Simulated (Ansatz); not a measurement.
A self-consistent single point of KMg6Cd (P1, 8 atoms in the cell) with Ansatz (a first-principles code).

Method: PBEsol, PAW files made with PBE (plane waves; Ansatz).

The change in words: atoms moved at random. Reference geometry:
```
KMg6Cd
1.0
    5.28674     0.00000     0.00000
    0.00000     3.36043     5.74281
    0.00000    -3.36043     5.74281
K Mg Cd
1 6 1
Direct
  0.00000   0.83158   0.83158
  0.00000   0.33561   0.82843
  0.00000   0.82843   0.33561
  0.00000   0.33673   0.33673
  0.50000   0.18714   0.65690
  0.50000   0.65690   0.18714
  0.50000   0.16693   0.16693
  0.50000   0.65669   0.65669
```

Reference input (self-consistent single point, DFT, PBEsol, plane waves, PAW files made with PBE): basis.ecutwfc = 420 eV; kpoints.mp_grid.grid = 4 3 3; hamiltonian.xc = pbesol; hamiltonian.pseudopotentials = {kind: paw} (the program's default PAW files); scf.occupations.method = gaussian; scf.occupations.width = 0.05 eV. This run's input differs from it in these lines:

Ansatz 0.2 input:
```diff
@@ -6,10 +6,10 @@
   atoms:
-    - { symbol: K, position_ang: [0.000000, -0.000000, 9.551205] }
-    - { symbol: Mg, position_ang: [0.000000, -1.656086, 6.684856] }
-    - { symbol: Mg, position_ang: [0.000000, 1.656086, 6.684856] }
-    - { symbol: Mg, position_ang: [0.000000, -0.000000, 3.867550] }
-    - { symbol: Mg, position_ang: [2.643370, -1.578594, 4.847158] }
-    - { symbol: Mg, position_ang: [2.643370, 1.578594, 4.847158] }
-    - { symbol: Mg, position_ang: [2.643370, 0.000000, 1.917293] }
-    - { symbol: Cd, position_ang: [2.643370, -0.000000, 7.542487] }
+    - { symbol: K, position_ang: [0.032963, -0.002954, 9.480012] }
+    - { symbol: Mg, position_ang: [-0.025694, -1.602863, 6.678700] }
+    - { symbol: Mg, position_ang: [-0.005049, 1.694186, 6.816194] }
+    - { symbol: Mg, position_ang: [0.002072, -0.044321, 3.853601] }
+    - { symbol: Mg, position_ang: [2.618316, -1.526121, 4.823928] }
+    - { symbol: Mg, position_ang: [2.639373, 1.607638, 4.863726] }
+    - { symbol: Mg, position_ang: [2.692034, -0.065767, 1.918000] }
+    - { symbol: Cd, position_ang: [2.619458, -0.059799, 7.508414] }
 basis:
```

Output (repeated stretches shortened):

```
SCF iter   1: F=—  HF=-21173.440896 eV  |F-HF|=—  |Δ(HF+E_count)|=         —  Δρ=4.60e-2  dr2=8.60e0  ethr=3.10e-3  ⟨swp⟩=8.8  Hψ=4299  notcnv=0  defer=3
all-band conjugate gradients solve this SCF's bands
preconditioner: auto → Resta (q_TF=auto, 2.376 Å⁻¹)
SCF iter   2: F=—  HF=-21171.409727 eV  |F-HF|=—  |Δ(HF+E_count)|=    2.03e0  Δρ=1.38e-2  dr2=8.64e-1  ethr=3.10e-3  ⟨swp⟩=3.0  Hψ=2271  notcnv=0  defer=59
   [... lines left out ...]
SCF iter   5: F=—  HF=-21171.119457 eV  |F-HF|=—  |Δ(HF+E_count)|=   2.77e-3  Δρ=3.43e-4  dr2=4.04e-4  ethr=1.28e-5  ⟨swp⟩=2.0  Hψ=1164  notcnv=0  defer=59
SCF iter   6: F=—  HF=-21171.119353 eV  |F-HF|=—  |Δ(HF+E_count)|=   1.04e-4  Δρ=6.82e-5  dr2=1.32e-5  ethr=4.53e-7  ⟨swp⟩=2.0  Hψ=1288  notcnv=0  defer=59
SCF iter   7: F=—  HF=-21171.119377 eV  |F-HF|=—  |Δ(HF+E_count)|=   2.42e-5  Δρ=2.33e-5  dr2=1.03e-6  ethr=1.48e-8  ⟨swp⟩=2.0  Hψ=1745  notcnv=0  defer=59
SCF iter   8: F=-21171.119377 eV  HF=-21171.119377 eV  |F-HF|=4.10e-8  |Δ(HF+E_count)|=   3.60e-7  Δρ=6.28e-6  dr2=9.45e-8  ethr=1.12e-10  ⟨swp⟩=12.2  Hψ=5260  notcnv=0
SCF 1 converged in 8 iterations: F = -21171.119377 eV  dr2 = 9.45e-8
Free energy (F): -21171.119377 eV
Internal energy: -21171.108139 eV  (E = F + TS)
E sigma→0 (E₀):  -21171.113758 eV
Entropy (-TS):   -0.011238 eV (-1.405 meV/atom)
Fermi energy:    6.093350 eV
--- Forces (eV/Å), atoms counted from 1 ---
  atom   1  K     -0.16045474    -0.11830883     0.36403063
  atom   2  Mg     0.03554290    -0.11619304    -0.11925252
  atom   3  Mg     0.04365083     0.03214089    -0.41357368
  atom   4  Mg     0.00219404     0.17378660     0.10891050
  atom   5  Mg     0.07274660    -0.18931755     0.03815204
  atom   6  Mg     0.04399864     0.05077553     0.02037693
  atom   7  Mg    -0.11005184     0.12931832    -0.01592459
  atom   8  Cd     0.07236993     0.03779944     0.01729093
--- Stress (GPa, compression-positive) ---
        0.110876      -0.006602       0.004083
       -0.006602      -0.384020       0.073368
        0.004083       0.073368      -0.251153
  P = ⅓ Tr σ = -0.1748 GPa (-1.748 kbar)
  The stress holds the Pulay correction. Without it, at fixed plane waves, as pw.x and ABINIT print it: P = -0.1813 GPa
```

The run converged in 8 iterations. Against the reference run the free energy goes up by 7.9 meV/atom, the pressure goes from -0.29 to -0.17 GPa and the largest force goes from 0.065 to 0.417 eV/Å.

The starting cell comes from a database of computed structures (which also holds hypothetical and non-ambient phases and stackings), without a prior relaxation at this level. Its lattice was rescaled by a random factor within 2.5 % of one. For this run, on top of that: atoms moved at random. Ansatz's pressure includes its estimate of the finite-basis (Pulay) stress.
